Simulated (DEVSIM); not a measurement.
Device: Schottky contact on n-type Ge, at 300 K.

```csv
layer (left to right),material,thickness (μm),Nd (cm⁻³),τn (s),τp (s)
1,Ge,0.590,2e15,0.00019,0.00019
2,Ge,7.30,2.2e18,0.00019,0.00019
```

Left contact: Schottky, work function 4.36 eV, emission velocity 3.2e6 cm/s. Right contact: ohmic. Voltage is applied to the left contact. Recombination: SRH at mid-gap, radiative. Mobility is constant in doping.

Constants are typed, rounded textbook-type inputs, not results; the design itself was drawn at random and stands for no fabricated device. Values at 300 K.

```tsv
parameter	Ge
gap (eV)	0.664
affinity (eV)	4
permittivity	16
Nc (cm⁻³)	1.04e19
Nv (cm⁻³)	6e18
μn (cm²/Vs)	3900
μp (cm²/Vs)	1900
B (cm³/s)	6.4e-14
```

Simulated with DEVSIM: 1D drift-diffusion, Boltzmann statistics, complete ionisation; no tunnelling, impact ionisation, image-force lowering or self-heating. Metal contacts follow the ideal Schottky-Mott rule: no Fermi-level pinning, no interface dipoles.

Problem. Give the dark reverse current.

Solution. 
```json
[
 {"V (V)": "-0.20", "J (A/cm²)": "-4.5"},
 {"V (V)": "-0.50", "J (A/cm²)": "-4.6"},
 {"V (V)": "-1.00", "J (A/cm²)": "-4.6"},
 {"V (V)": "-1.50", "J (A/cm²)": "-4.7"},
 {"V (V)": "-2.00", "J (A/cm²)": "-4.7"},
 {"V (V)": "-3.00", "J (A/cm²)": "-4.7"},
 {"V (V)": "-4.00", "J (A/cm²)": "-4.7"}
]
```
